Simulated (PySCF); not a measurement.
PySCF 2.14.0, MP2 (frozen core)/cc-pvtz: Se(OH)(OSiH3) (O[Se]O[SiH3]), 8 atoms. The geometry is a generated start, not checked to be a minimum at this level.

```
Quantity                                               Value
-------------------------------  ---------------------------
task                                                     mp2
basis                                                cc-pvtz
two-electron scheme              exact four-centre integrals
frozen core                                             true
mf.init_guess                                minao (default)
mf.DIIS                                      CDIIS (default)
mf.diis_space                                    8 (default)
mf.conv_tol                                  1e-09 (default)
basis functions (reference run)                          193
```

On 4 threads, 1 BLAS thread. Build: conda-forge: OpenMP (GNU), OpenBLAS with its own threads, libcint, Libxc. Each setting ran once; only counts and results are compared.

Values of mol.max_memory tried: 8000 MB, 4000 MB, 2000 MB, 1000 MB, 500 MB, 300 MB, 200 MB.

Which of these memory settings still run, and by which path?

It runs down to 200 MB, the lowest tried, with the same result. At 8000 MB: SCF integrals in memory, transformation in memory. From 1000 MB down: direct SCF, transformation through a file.

| mol.max_memory | path | peak memory |
|---|---|---|
| 8000 MB | SCF integrals in memory, transformation in memory | 1.7 GiB |
| 4000 MB | SCF integrals in memory, transformation in memory | 1.7 GiB |
| 2000 MB | SCF integrals in memory, transformation in memory | 1.7 GiB |
| 1000 MB | direct SCF, transformation through a file | 1.3 GiB |
| 500 MB | direct SCF, transformation through a file | 1.3 GiB |
| 300 MB | direct SCF, transformation through a file | 1.3 GiB |
| 200 MB | direct SCF, transformation through a file | 1.3 GiB |

Peak memory is the kernel's count for the largest process, libraries included and scratch files not. The peak passes the setting at 1000 MB, 500 MB, 300 MB, 200 MB: it is no hard cap. MP2's transformation through a file may take 2000 MB even at lower settings.
